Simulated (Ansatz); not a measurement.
**BaF2, pressure series**

Consider BaF₂ in the fluorite structure (space group Fm-3m, No. 225; a = 6.246 Å).

Cell and atoms are relaxed at each pressure.

Calculations: PBE (Ansatz, a first-principles code; PAW; 420 eV plane waves; without spin-orbit coupling).

```json
[
 {"P (GPa)": "-1.99", "V (Å³/atom)": "21.150"},
 {"P (GPa)": "-0.99", "V (Å³/atom)": "20.704"},
 {"P (GPa)": "2.98", "V (Å³/atom)": "19.335"},
 {"P (GPa)": "6.99", "V (Å³/atom)": "18.347"},
 {"P (GPa)": "14.99", "V (Å³/atom)": "16.950"},
 {"P (GPa)": "30.00", "V (Å³/atom)": "15.291"},
 {"P (GPa)": "50.00", "V (Å³/atom)": "13.905"},
 {"P (GPa)": "75.00", "V (Å³/atom)": "12.755"},
 {"P (GPa)": "99.99", "V (Å³/atom)": "11.931"}
]
```

A third-order Birch–Murnaghan fit to these points gives V₀ = 20.30 Å³/atom, B₀ = 56 GPa and B₀′ = 4.5. At pressure 100 GPa the volume is 58.8 % of V₀.

Load acts through the strain it causes; cell and atoms are relaxed under it. Stability against distortions was not tested. Competing high-pressure phases were not computed.
